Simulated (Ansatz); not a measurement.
# How far PBE and PBEsol part for hypothetical I4_132 P, uniaxial strain ε_xx = −0.40 %

The parent structure is P (space group I4_132, No. 214; a = 6.1157 Å; a hypothetical phase, not in the database extracts checked; relaxed with 0.1 eV smearing). Axes: x, y, z lie along the cube axes.

(Cell as relaxed with PBE.)

Levels (all Ansatz, a program for electronic structure, PAW): PBE (420 eV, scalar-relativistic without spin-orbit coupling); PBEsol (420 eV, no SOC).

Each level relaxes its own structure.

| base | PBE | PBEsol |
|---|---|---|
| volume per atom | 28.59 Å³ | 27.56 Å³ |
| lattice parameter a | 6.116 Å | 6.041 Å |
| band gap | zero | zero |

Modification: the cell is compressed by 0.40 % along x with no lateral relaxation; the atoms relax in the strained cell.

```json
[
 {"quantity": "shortest interatomic distance", "PBE": "2.158 Å", "PBEsol": "2.132 Å"},
 {"quantity": "stress (xx, yy, zz, yz, xz, xy; compression positive)", "PBE": "(0.2, 0.1, 0.1, 0.0, 0.0, 0.0) GPa", "PBEsol": "(0.2, 0.2, 0.2, 0.0, 0.0, 0.0) GPa"},
 {"quantity": "band gap", "PBE": "zero", "PBEsol": "zero"},
 {"quantity": "energy relative to the base (free energy F)", "PBE": "+0.1 meV/atom", "PBEsol": "+0.1 meV/atom"}
]
```

PBE's shortest interatomic distance lies 0.026 Å above PBEsol's (1.2 %); the two agree on the band gap and energy relative to the base. Neither level is exact; PBEsol is the comparison here, not a measurement.

No phonon test of stability was made.
